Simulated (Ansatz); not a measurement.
**Ru3Si (model structure, started from the D03 type, Fm-3m, No. 225, 4 atoms in the cell)**

All values below come from PBE (Ansatz, an electronic-structure program, PAW).

Settings: plane-wave cutoff 500 eV, 12×12×12 k mesh, Fermi–Dirac smearing 0.05 eV, no spin polarisation, scalar-relativistic PAW data made under PBE.

Cell (relaxed at this level):

Ru3Si is modelled in the cubic space group Fm-3m (No. 225), Pearson symbol cF16. Lattice parameters: a = b = c = 6.016 Å, α = β = γ = 90.00°. Si on 4a sees 8 Ru at 2.605 Å and 6 Ru at 3.008 Å. Ru1 on 4b sees 8 Ru at 2.605 Å and 6 Si at 3.008 Å. Ru2 on 8c has 4 Ru at 2.605 Å and 6 Ru at 3.008 Å and 4 Si at 2.605 Å. (Neighbours: up to the widest gap in distance over summed covalent radii, below 1.35, at either atom; cation-cation and far metal-metal contacts left out.)
(The calculation used a cell of 4 atoms; values per cell refer to that cell.)

```
Property  Value
--------  -----
band gap   none
```

Note: the relaxation could raise the start's symmetry but not lower it, so the cell can be a saddle point.

Spin–orbit coupling is not included.

Static lattice: no zero-point or thermal effects.

The result took around 21 core-seconds (rough).

A model structure was made by putting elements into a prototype or built by hand; it is no filed structure, need not be a known phase, and can be a saddle point held by its symmetry.
